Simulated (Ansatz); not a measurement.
Base system: SrO in the rock salt structure (space group Fm-3m, No. 225; a = 5.122 Å).

The change: every Sr is replaced by Ba; the structure is relaxed again.

Levels (all Ansatz, an electronic-structure program, PAW): PBEsol (420 eV, without spin-orbit coupling); PBEsol+SOC (420 eV, with spin-orbit coupling).

The geometry is relaxed with PBEsol.

| Property | Value |
|---|---|
| PBEsol lowest conduction level above the VBM at special points | X 1.84 eV; K 3.27 eV; U 3.27 eV; Γ 3.53 eV |
| PBEsol width of the top valence band | 1.63 eV |

Question: What does PBEsol+SOC give at this geometry for the lowest conduction level above the VBM at special points, hole mass and width of the top valence band?

Answer: The lowest conduction level above the VBM at special points changes from X 1.84 eV; K 3.27 eV; U 3.27 eV; Γ 3.53 eV to X 1.79 eV; K 3.23 eV; U 3.23 eV; Γ 3.49 eV; the hole mass is 0.42 mₑ along k, 2.3 mₑ across (at X); the width of the top valence band increases by 0.04 eV (1.63 eV → 1.67 eV).

Single points use the geometry relaxed with PBEsol. Differences between runs with and without spin-orbit coupling are approximate. The levels and masses belong to the bands next to the band gap. Effective masses come from finite differences of ±0.01 Å⁻¹. Along k means along the line from Γ to the band edge. Stability against distortions was not tested.
